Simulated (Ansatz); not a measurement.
A hypothetical phase is included: elements placed on a structure type, which no database files for this compound.

Given:

```
Fe
1.0
    0.00000     2.40694     2.40694
    2.40694     0.00000     2.40694
    2.40694     2.40694     0.00000
Fe
2
Direct
  0.75000   0.75000   0.75000
  0.50000   0.50000   0.50000
```

The cell was relaxed by PBE-D3(BJ); by PBE it stands under a pressure of 6.4 GPa.

The run has a spin-polarised start.

Q: Do the moments survive in PBE in Ansatz (an electronic-structure program)?

A: Hardly: the largest site moment (in a sphere of 0.41 times the shortest bond) ends at 0.00 μB at a Fermi-Dirac width of 0.1 eV, which can also quench a weak itinerant magnet.
